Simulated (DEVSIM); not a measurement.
Structure: illuminated Si n-on-p cell, one wavelength, with a back-surface field, at 300 K.

| layer (left to right) | material | thickness (μm) | Nd (cm⁻³) | Na (cm⁻³) | τn (s) | τp (s) | absorption coefficient (cm⁻¹) |
|---|---|---|---|---|---|---|---|
| 1 | Si | 0.540 | 1.4e18 | - | 2.5e-7 | 1.3e-8 | 7000 |
| 2 | Si | 34.0 | - | 1.3e17 | 3.8e-7 | 3.8e-7 | 7000 |
| 3 | Si | 0.120 | - | 2.2e18 | 3.8e-7 | 3.8e-7 | 7000 |

Left contact: ohmic, minority hole recombination velocity 1e6 cm/s. Right contact: ohmic, minority electron recombination velocity 100 cm/s. Voltage is applied to the left contact. Recombination: SRH at mid-gap, radiative, Auger. Gap narrowing is on: ΔEg = 6.92 meV × (l + √(l² + 0.5)), l = ln(N/1.3e17 cm⁻³), shared equally by both band edges. Light enters at the left, 2.5e16 photons cm⁻² s⁻¹, one pass, no reflection. Mobility is μmin + (μ − μmin)/(1 + (N/Nref)^α).

This is a model device: material constants are rounded textbook-type values typed into the input, and sizes, dopings and lifetimes were drawn at random. Values at 300 K.

```tsv
parameter	Si
gap (eV)	1.124
affinity (eV)	4.05
permittivity	11.7
Nc (cm⁻³)	2.86e19
Nv (cm⁻³)	3.1e19
μn (cm²/Vs)	1417
μp (cm²/Vs)	470
μn,min	52
μp,min	45
Nref,n	9.7e16
Nref,p	2.2e17
αn	0.68
αp	0.72
B (cm³/s)	4.7e-15
Cn (cm⁶/s)	2.8e-31
Cp (cm⁶/s)	9.9e-32
```

Model (solved in DEVSIM): 1D drift-diffusion, Boltzmann statistics, complete ionisation; no tunnelling, impact ionisation, image-force lowering or self-heating.

Q: Give the dark reverse current.

A: 
```json
[
 {"V (V)": "0.04", "J (A/cm²)": "1.3e-9"},
 {"V (V)": "0.10", "J (A/cm²)": "2.5e-9"},
 {"V (V)": "0.20", "J (A/cm²)": "4.2e-9"},
 {"V (V)": "0.30", "J (A/cm²)": "5.8e-9"},
 {"V (V)": "0.40", "J (A/cm²)": "7.2e-9"},
 {"V (V)": "0.60", "J (A/cm²)": "9.8e-9"},
 {"V (V)": "0.80", "J (A/cm²)": "1.2e-8"}
]
```
